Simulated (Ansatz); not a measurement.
Consider the energy of the reaction as written. Reaction: 1/4 cell B + 3/8 Cl2 (gas) → cell A. Negative: the products are lower in energy.

Cell A: a slab of Ru (hcp, P6₃/mmc) cut along (0001), 6 atoms, hexagonal cell of 2.72 Å (6.4 Å²), symmetry P3m1 within 0.02 Å, 10.5 Å thick under 16 Å of vacuum, in-plane vectors held at the crystal's; planes from bottom to top: Ru × 5 | Cl, its two faces unlike (dipole correction applied); added, foreign or displaced atoms, above the top plane: Cl bound to 3 Ru at 2.53 Å; spin state with PBE: run without spin, k-point mesh 20×20×1.
```
CELL_PARAMETERS angstrom
      2.72180     0.00000     0.00000
      1.36090     2.35714     0.00000
      0.00000     0.00000    26.52744
ATOMIC_POSITIONS crystal
  Ru 0.00000 0.00000 0.30483
  Ru 0.66667 0.66667 0.38234
  Ru 0.00000 0.00000 0.46378
  Ru 0.66667 0.66667 0.54559
  Ru 0.00000 0.00000 0.62427
  Cl 0.33333 0.33333 0.69880
```

Cell B: a slab of Ru (hcp, P6₃/mmc) cut along (0001), 21 atoms, hexagonal cell of 5.44 Å (25.7 Å²), symmetry P3m1 within 0.02 Å, 10.4 Å thick under 16 Å of vacuum, in-plane vectors held at the crystal's; planes from bottom to top: Ru4 × 5 | Cl, its two faces unlike (dipole correction applied); added, foreign or displaced atoms, above the top plane: Cl bound to 3 Ru at 2.50 Å; spin state with PBE: run without spin, k-point mesh 10×10×1.
```
Ru20Cl
1.0
    5.44359     0.00000     0.00000
    2.72180     4.71429     0.00000
    0.00000     0.00000    26.52744
Ru Cl
20 1
Direct
  0.00002   0.00002   0.30484
  0.49995   0.00002   0.30484
  0.00002   0.49995   0.30484
  0.50000   0.50000   0.30520
  0.83369   0.33315   0.38273
  0.33315   0.33315   0.38273
  0.83333   0.83333   0.38266
  0.33315   0.83369   0.38273
  0.99935   0.99935   0.46409
  0.50131   0.99935   0.46409
  0.99935   0.50131   0.46409
  0.50000   0.50000   0.46445
  0.83195   0.33402   0.54577
  0.33402   0.33402   0.54577
  0.83333   0.83333   0.54663
  0.33402   0.83195   0.54577
  0.00191   0.00191   0.62383
  0.49618   0.00191   0.62383
  0.00191   0.49618   0.62383
  0.50000   0.50000   0.62288
  0.16667   0.16667   0.69762
```

Reference: an isolated Cl2 molecule (singlet) in a box of 11 × 11 × 14 Å.

Plane-wave PAW calculations with Ansatz (an electronic-structure program), its PAW set soft_1, cutoff 420 eV, 500 eV for r2SCAN. The structures are at rest with PBE, within the held lattices; other levels are single points on them. Neutral cells; Fermi-Dirac smearing of at most 0.10 eV in the solids, energies taken to zero width. The lattices are those relaxed with PBE, so at other levels the solids can be strained, which adds to the spread. Larger cells are relaxed from a start prepared with the learned potential CHGNet till forces fall under 0.03 eV/Å, which some starts already meet. A dispersion term (D3(BJ), or D4 for r2SCAN) was computed beside these levels and is taken off wherever the name lacks it. Space groups of crystals are read within 0.01 Å. No zero-point or thermal terms. Cells are local rest points, mostly with their start's symmetry. The d electrons get no Hubbard U. No correction for cell size. Cell A has symmetry P3m1 within 0.02 Å and got no random move, so less symmetric positions, which may lie lower, weren't tried. Cell B has symmetry P3m1 within 0.02 Å and got no random move, so less symmetric positions, which may lie lower, weren't tried.

Question: What is the computed value (PBE)?

Answer: 0.27 eV, for 1/4 cell B + 3/8 Cl2 (gas) → cell A.

Question: How does the value move with the functional?

Answer: 
```
Functional  value (eV)  less PBE
----------  ----------  --------
r2SCAN            0.14     -0.13
```

The levels shown span 0.13 eV, from r2SCAN (0.14) to PBE (0.27).
